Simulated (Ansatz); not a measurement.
Take K₂S in the anti-fluorite structure (space group Fm-3m, No. 225) as the base.

```
CELL_PARAMETERS angstrom
      0.00000     3.73098     3.73098
      3.73098     0.00000     3.73098
      3.73098     3.73098     0.00000
ATOMIC_POSITIONS crystal
  K  0.25000 0.25000 0.25000
  K  0.75000 0.75000 0.75000
  S  0.00000 0.00000 0.00000
```

Level of theory: PBE, PAW, 420 eV (Ansatz, a first-principles code; without spin-orbit coupling).

Strains are applied to the cell and any free atomic positions relax.

One change was made to it. Results:

The energy goes up by 12 meV/atom; the valley order (the lowest conduction-band minima on the path, energy above the VBM, named in the base's zone) goes from Γ 2.32 eV; X along ⟨100⟩ 3.50 eV to Γ 2.52 eV; X along ⟨100⟩ 3.53 eV.

Which of these changes matches the shifts?
A) isotropic strain −1.50 %
B) isotropic strain −3.00 %
C) isotropic strain +1.00 %
D) isotropic strain −2.50 %
E) isotropic strain +2.00 %

D, isotropic strain −2.50 %. For comparison, the valley order in the other runs: isotropic strain −3.00 % gives Γ 2.56 eV; X along ⟨100⟩ 3.53 eV; isotropic strain +1.00 % gives Γ 2.25 eV; X along ⟨100⟩ 3.49 eV; isotropic strain −1.50 % gives Γ 2.44 eV; X along ⟨100⟩ 3.52 eV; isotropic strain +2.00 % gives Γ 2.18 eV; X along ⟨100⟩ 3.47 eV.

The levels and masses belong to the bands next to the band gap. Stability against distortions was not tested.
